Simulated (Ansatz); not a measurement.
Ansatz (an electronic-structure program) run on ScPd3 (Pm-3m, 4 atoms in the cell): zone-centre phonon calculation.

Level of theory: LDA (PW92), default PAW files made with PBE (plane waves; Ansatz).

```
ScPd3
1.0
    3.99955     0.00000     0.00000
    0.00000     3.99955     0.00000
    0.00000     0.00000     3.99955
Sc Pd
1 3
Cartesian
  0.00000   0.00000   0.00000
  1.99977   1.99977   0.00000
  0.00000   1.99977   1.99977
  1.99977   0.00000   1.99977
```

Reference input (self-consistent single point, DFT, LDA (PW92), plane waves, default PAW files made with PBE): basis.ecutwfc = 420 eV; kpoints.mp_grid.grid = 8 8 8; hamiltonian.xc = lda; hamiltonian.pseudopotentials = {kind: paw} (the program's default PAW files); scf.occupations.method = gaussian; scf.occupations.width = 0.1 eV. This run's input differs from it in these lines:

```diff
@@ -20,6 +20,5 @@
   occupations: { method: gaussian, width: 0.1 }
-output:
-  forces: true
-  eigenvalues: true
-  stress: true
+  convergence: { dr2_threshold: 1.0e-11 eV }
+phonons:
+  method: dfpt
```

The program printed (abridged):

```
SCF iter   1: F=—  HF=-22626.227655 eV  |F-HF|=—  |Δ(HF+E_count)|=         —  Δρ=1.66e-2  dr2=2.32e-1  ethr=1.77e-3  ⟨swp⟩=4.7  Hψ=16782  notcnv=0
all-band conjugate gradients solve this SCF's bands
preconditioner: auto → Kerker (q_TF=auto, 2.736 Å⁻¹)
SCF iter   2: F=—  HF=-22626.201286 eV  |F-HF|=—  |Δ(HF+E_count)|=   2.64e-2  Δρ=6.38e-3  dr2=4.07e-2  ethr=3.56e-4  ⟨swp⟩=1.0  Hψ=5877  notcnv=0
   [... lines left out ...]
SCF iter   6: F=—  HF=-22626.195675 eV  |F-HF|=—  |Δ(HF+E_count)|=   1.14e-6  Δρ=5.81e-6  dr2=1.97e-8  ethr=4.10e-9  ⟨swp⟩=2.2  Hψ=6575  notcnv=0
SCF iter   7: F=—  HF=-22626.195675 eV  |F-HF|=—  |Δ(HF+E_count)|=   3.17e-9  Δρ=1.76e-6  dr2=2.41e-9  ethr=3.03e-11  ⟨swp⟩=2.2  Hψ=6759  notcnv=0
SCF iter   8: F=—  HF=-22626.195675 eV  |F-HF|=—  |Δ(HF+E_count)|=  3.86e-10  Δρ=3.33e-7  dr2=9.93e-11  ethr=3.71e-12  ⟨swp⟩=2.0  Hψ=6502  notcnv=0
SCF iter   9: F=-22626.195675 eV  HF=-22626.195675 eV  |F-HF|=3.64e-12  |Δ(HF+E_count)|=  1.82e-11  Δρ=8.16e-8  dr2=6.09e-12  ethr=1.00e-12  ⟨swp⟩=8.5  Hψ=21115  notcnv=0
SCF 1 converged in 9 iterations: F = -22626.195675 eV  dr2 = 6.09e-12
DFPT response loops at Γ: preconditioner auto → Kerker (q_TF=auto, 2.736 Å⁻¹) (partly filled bands, converged f_vac=0.000) …
Free energy (F): -22626.195675 eV
Internal energy: -22626.183611 eV  (E = F + TS)
E sigma→0 (E₀):  -22626.189643 eV
Entropy (-TS):   -0.012064 eV (-3.016 meV/atom)
Fermi energy:    16.932809 eV
--- Phonons (Γ-DFPT): 3 representative perturbations + reference, on 125 of 512 k-points (Σ response iterations 17) ---
  k mesh reduced under 8 symmetry operations, with k and −k counted as one. Each operation leaves every solved displacement unchanged or reverses it
  ASR residual: 4.004e-5 → 0.000e0 eV/Å²; symmetrization residual: 8.656e-7 eV/Å²
  ASR residual per site (eV/Å²): 3.80e-5 4.00e-5 4.00e-5 4.00e-5
  Γ frequencies (cm⁻¹): 0.00 0.00 0.00 119.17 119.17 119.17 143.25 143.25 143.25 179.52 179.52 179.52
  non-analytic LO–TO correction: not included (Born effective charges unavailable; polar crystals: no LO–TO splitting at Γ)
```

The run converged in 9 iterations. 

Summary of the result:
* **Free energy E − TS (on the zero of these files)**: -22626.1957 eV
* **Fermi level (on the code's own zero)**: 16.93 eV
* **Zone-centre frequencies (cm⁻¹; negative means imaginary)**: 0, 0, 0, 119, 119, 119, 143, 143, 143, 180, 180, 180

The starting cell comes from a database of computed structures (which also holds hypothetical and non-ambient phases and stackings), without a prior relaxation at this level. Its lattice was rescaled by up to half a per cent. Spin polarisation is off.

Cost on one core of a shared machine: roughly 3 min.

Keys are those of Ansatz 0.2.
